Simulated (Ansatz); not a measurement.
The starting structures come from a database of crystals and need not be the phases stable at ambient conditions.

 Where the default PAW files enter, the runs use the earlier of Ansatz's two default sets.

# Evanescent states of TlI (Pm-3m, CsCl type, not sure to be the ambient phase, 2 atoms a cell, 36.8 Å³ an atom) along the normal of (110)

The numbers are results of r2SCAN (plane waves, PAW; Ansatz, a quantum-chemistry and plane-wave program), not measurements.

The gap is the functional's own, uncorrected, and κ follows it; spin-orbit coupling is left out. Mid-gap values are interpolated between the computed energies.

Energies count from the valence-band top; κ is the least over a 8×6 mesh across the current.

```json
[
 {"E (eV)": "0.06", "κ (1/Å)": "0.049", "where": "off Γ"},
 {"E (eV)": "0.17", "κ (1/Å)": "0.105", "where": "off Γ"},
 {"E (eV)": "0.28", "κ (1/Å)": "0.125", "where": "off Γ"},
 {"E (eV)": "0.39", "κ (1/Å)": "0.139", "where": "off Γ"},
 {"E (eV)": "0.49", "κ (1/Å)": "___", "where": "off Γ"},
 {"E (eV)": "0.60", "κ (1/Å)": "___", "where": "off Γ"},
 {"E (eV)": "0.71", "κ (1/Å)": "___", "where": "off Γ"},
 {"E (eV)": "0.82", "κ (1/Å)": "___", "where": "off Γ"},
 {"E (eV)": "0.94", "κ (1/Å)": "___", "where": "off Γ"},
 {"E (eV)": "1.04", "κ (1/Å)": "___", "where": "off Γ"},
 {"E (eV)": "1.16", "κ (1/Å)": "___", "where": "off Γ"},
 {"E (eV)": "1.26", "κ (1/Å)": "___", "where": "off Γ"},
 {"E (eV)": "1.38", "κ (1/Å)": "___", "where": "off Γ"},
 {"E (eV)": "1.49", "κ (1/Å)": "___", "where": "off Γ"},
 {"E (eV)": "1.59", "κ (1/Å)": "0.130", "where": "off Γ"},
 {"E (eV)": "1.71", "κ (1/Å)": "0.112", "where": "off Γ"},
 {"E (eV)": "1.81", "κ (1/Å)": "0.088", "where": "off Γ"},
 {"E (eV)": "1.93", "κ (1/Å)": "0.055", "where": "off Γ"}
]
```

Some entries are withheld; supply them.


- 0.49, κ (1/Å): 0.149
- 0.60, κ (1/Å): 0.156
- 0.71, κ (1/Å): 0.162
- 0.82, κ (1/Å): 0.166
- 0.94, κ (1/Å): 0.169
- 1.04, κ (1/Å): 0.171
- 1.16, κ (1/Å): 0.171
- 1.26, κ (1/Å): 0.170
- 1.38, κ (1/Å): 0.159
- 1.49, κ (1/Å): 0.145
